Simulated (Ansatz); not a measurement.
Cells marked so need not be the phases stable at ambient conditions, and some may be hypothetical.

The gap is the functional's own, uncorrected, and κ follows it; spin-orbit coupling is left out. Mid-gap values are interpolated between the computed energies.

A. GaAs (P6_3mc, wurtzite, not sure to be the ambient phase, 4 atoms a cell, 22.7 Å³ an atom), along the normal of (001)
B. ZnGeO₃ (R3c, not sure to be the ambient phase, 10 atoms a cell, 9.9 Å³ an atom, -10 GPa at this level), along the normal of (001)
C. LiNbO3 (R3c, 10 atoms a cell, 10.6 Å³ an atom), along the normal of (100)

Task: Order them by mid-gap decay constant of the slowest evanescent state (lowest first) at the level r2SCAN (Ansatz, an electronic-structure program).

Result: A (0.06 1/Å), B (0.18 1/Å), C (0.42 1/Å)
